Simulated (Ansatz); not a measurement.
Ansatz (a program for electronic structure) run on BaFeO₃ (Pm-3m, 5 atoms in the cell): self-consistent single point.

Level of theory: PBEsol, default PAW files made with PBE (plane waves; Ansatz).

```xyz
5
Lattice="4.0200 0.0000 0.0000 0.0000 4.0200 0.0000 0.0000 0.0000 4.0200" Properties=species:S:1:pos:R:3 pbc="T T T"
Fe     2.0100     2.0100     2.0100
O      2.0100     2.0100     0.0000
O      0.0000     2.0100     2.0100
O      2.0100     0.0000     2.0100
Ba     0.0000     0.0000     0.0000
```

Reference input (self-consistent single point, DFT, PBEsol, plane waves, default PAW files made with PBE): basis.ecutwfc = 420 eV; kpoints.mp_grid.grid = 8 8 8; hamiltonian.xc = pbesol; hamiltonian.pseudopotentials = {kind: paw} (the program's default PAW files); magnetization.spin_polarized = true; scf.occupations.method = methfessel_paxton; scf.occupations.width = 0.136 eV. This run's input differs from it in these lines:

Ansatz 0.2 input:
```diff
@@ -7,3 +7,3 @@
   atoms:
-    - { symbol: Fe, position_ang: [2.010000, 2.010000, 2.010000], spin: 4.0 }
+    - { symbol: Fe, position_ang: [2.010000, 2.010000, 2.010000] }
     - { symbol: O, position_ang: [2.010000, 2.010000, 0.000000] }
@@ -21,4 +21,2 @@
     kind: paw
-magnetization:
-  spin_polarized: true
 scf:
```

Output, abridged:

```
SCF iter   1: F=—  HF=-11995.011672 eV  |F-HF|=—  |Δ(HF+E_count)|=         —  Δρ=2.05e-2  dr2=2.33e-1  ethr=1.77e-3  ⟨swp⟩=6.3  Hψ=4220  notcnv=0
all-band conjugate gradients solve this SCF's bands
preconditioner: auto → Kerker (q_TF=auto, 2.557 Å⁻¹)
SCF iter   2: F=—  HF=-11994.969299 eV  |F-HF|=—  |Δ(HF+E_count)|=   4.24e-2  S|Δr|=    0.00e0  Δρ=9.09e-3  dr2=5.25e-2  ethr=5.31e-4  ⟨swp⟩=2.5  Hψ=2059  notcnv=0
   [... lines left out ...]
SCF iter   5: F=—  HF=-11994.962825 eV  |F-HF|=—  |Δ(HF+E_count)|=   1.06e-5  S|Δr|=    0.00e0  Δρ=1.13e-4  dr2=1.48e-5  ethr=2.86e-7  ⟨swp⟩=2.4  Hψ=1653  notcnv=0
SCF iter   6: F=—  HF=-11994.962705 eV  |F-HF|=—  |Δ(HF+E_count)|=   1.20e-4  S|Δr|=    0.00e0  Δρ=4.56e-5  dr2=2.50e-6  ethr=3.37e-8  ⟨swp⟩=2.1  Hψ=1486  notcnv=0
SCF iter   7: F=-11994.962705 eV  HF=-11994.962705 eV  |F-HF|=2.23e-8  |Δ(HF+E_count)|=   1.11e-7  S|Δr|=    0.00e0  Δρ=9.01e-6  dr2=5.41e-8  ethr=2.27e-10  ⟨swp⟩=5.6  Hψ=5087  notcnv=0
SCF 1 converged in 7 iterations: F = -11994.962705 eV  dr2 = 5.41e-8
Stability not checked (fill_not_monotonic)
Free energy (F): -11994.962705 eV
Internal energy: -11994.946943 eV  (E = F + TS)
E sigma→0 (E₀):  -11994.958765 eV
Entropy (-TS):   -0.015762 eV (-3.152 meV/atom)
Fermi energy:    10.059576 eV
--- Forces (eV/Å), atoms counted from 1 ---
  atom   1  Fe     0.00000000     0.00000000     0.00000000
   [... zero for the other atoms too ...]
--- Stress (GPa, compression-positive) ---
      -18.216080       0.000000       0.000000
        0.000000     -18.216080       0.000000
        0.000000       0.000000     -18.216080
  P = ⅓ Tr σ = -18.2161 GPa (-182.161 kbar)
  The stress holds the Pulay correction. Without it, at fixed plane waves, as pw.x and ABINIT print it: P = -18.8274 GPa
```

The run converged in 7 iterations. Against the reference run the free energy goes up by 241 meV/atom, the pressure goes from -12.50 to -18.22 GPa and the net moment of 0.76 μB/atom is absent without spin.

The starting cell comes from a database of published, mostly measured structures (it also holds non-ambient and calculated ones), without a prior relaxation at this level. Spin polarisation is off, so a magnetic state, if there is one, cannot be reached. With a pressure of about -18 GPa the cell is away from its equilibrium volume at this level. Ansatz's pressure includes its estimate of the finite-basis (Pulay) stress. Without the estimate this run gives -18.83 GPa.
